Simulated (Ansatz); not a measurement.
## What isotropic strain +0.50 % does to BAs

The parent structure is BAs in the zinc blende structure (space group F-43m, No. 216; a = 4.809 Å).

Modification: every lattice vector is stretched by 0.50 %, atoms relaxed at fixed cell.

All numbers come from Kohn–Sham DFT with the PBE functional, run in Ansatz (a program for electronic structure) with PAW and 420 eV plane waves, no spin-orbit coupling. Settings: 12×12×12 k-points, 0.05 eV Fermi–Dirac smearing.

The space group remains F-43m (No. 216) and the shortest interatomic distance increases by 0.0104 Å to 2.093 Å. The energy rises by 1.3 meV/atom and the band gap rises by 0.01 eV (1.21 eV → 1.22 eV). The gap character remains indirect, Γ → Γ–X (82 % along) and the smallest direct gap falls by 0.02 eV (3.26 eV → 3.24 eV). The width of the top valence band falls by 0.09 eV (5.07 eV → 4.98 eV) and the electron mass stays 1.1 mₑ along k, 0.22 mₑ across (off the special points). The valley order (the lowest conduction-band minima on the path, energy above the VBM, named in the base's zone) becomes a point along ⟨100⟩, about 1.1 Å⁻¹ from Γ 1.22 eV; L along ⟨111⟩ 2.49 eV (base: a point along ⟨100⟩, about 1.1 Å⁻¹ from Γ 1.21 eV; L along ⟨111⟩ 2.57 eV).

Final structure:

```
BAs
1.0
    0.00000     2.41666     2.41666
    2.41666     0.00000     2.41666
    2.41666     2.41666     0.00000
B As
1 1
Direct
  0.00000   0.00000   0.00000
  0.25000   0.25000   0.25000
```

Effective masses come from finite differences of ±0.01 Å⁻¹. Along k means along the line from Γ to the band edge. Whether these cells are dynamically stable was not tested.
